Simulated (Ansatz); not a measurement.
**ZrO2 in the fluorite structure (space group Fm-3m, No. 225)**

ZrO2 is taken in the cubic space group Fm-3m (No. 225), the fluorite structure, Pearson symbol cF12. Conventional cell: a = b = c = 5.064 Å, α = β = γ = 90.00°. Zr on 4a sees 8 O at 2.193 Å (cubic). O on 8c is surrounded by 4 Zr at 2.193 Å (tetrahedral). (Neighbours: up to the widest gap in distance over summed covalent radii, below 1.35, at either atom; cation-cation and far metal-metal contacts left out.)
(The calculation used a cell of 3 atoms; values per cell refer to that cell.)

Method: Ansatz (a quantum-chemistry and plane-wave program) PBEsol, spin-orbit coupling left out, earlier PAW set. Settings: 11×11×11 k-points, 0.05 eV Fermi–Dirac smearing.

| Item | Result |
|---|---|
| Volume per atom | 10.82 Å³ |
| Density | 6.30 g/cm³ |
| Band gap | 3.33 eV, indirect, X → Γ |
| Electron mass (degenerate bands, along [100]) | 0.46, 2.0 mₑ |
| Lowest conduction-band minima above the VBM | Γ 3.33 eV; X along ⟨100⟩ 3.76 eV; a point along ⟨110⟩, about 0.9 Å⁻¹ from Γ 3.79 eV; L along ⟨111⟩ 4.00 eV |
| Total energy | -1751.887 eV/atom (σ→0; compares only within this code and set-up) |

Masses are band curvatures over ±0.01 Å⁻¹ around the edge. Stability against distortions was not tested. This is not the structure that ZrO2 has at room temperature and ambient pressure.
